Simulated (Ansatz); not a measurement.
# A computed series for ZnO: response to strain

The parent structure is ZnO in the wurtzite structure (space group P6_3mc, No. 186; a = 3.2300 Å, c = 5.2144 Å). Axes: x lies along a and z along c of the hexagonal cell.

Strains are applied to the cell and any free atomic positions relax; under biaxial strain the out-of-plane vector relaxes too.

Calculations: PBEsol/PAW in Ansatz (a first-principles code), without spin-orbit coupling.

Notes on the quantities. pressure: mean of the normal stresses, compression positive.

```tsv
change	ratio −ε⊥/ε∥	width of the top valence band	pressure
base	–	1.83 eV	0.0 kbar
biaxial strain +0.60 %, plane normal [001], relaxed out of plane	–	1.81 eV	?
biaxial strain +1.20 %, plane normal [001], relaxed out of plane	1.03	1.81 eV	-16.9 kbar
biaxial strain +1.80 %, plane normal [001], relaxed out of plane	1.04	1.81 eV	?
biaxial strain +2.40 %, plane normal [001], relaxed out of plane	1.05	1.79 eV	?
biaxial strain +3.00 %, plane normal [001], relaxed out of plane	1.07	1.79 eV	-40.1 kbar
```

Problem. Fill in the withheld entries from the trend.

Solution. 
- biaxial strain +0.60 %, plane normal [001], relaxed out of plane, pressure: -8.5 kbar
- biaxial strain +1.80 %, plane normal [001], relaxed out of plane, pressure: -25.0 kbar
- biaxial strain +2.40 %, plane normal [001], relaxed out of plane, pressure: -32.8 kbar

The levels and masses belong to the bands next to the band gap. Whether these cells are dynamically stable was not tested.
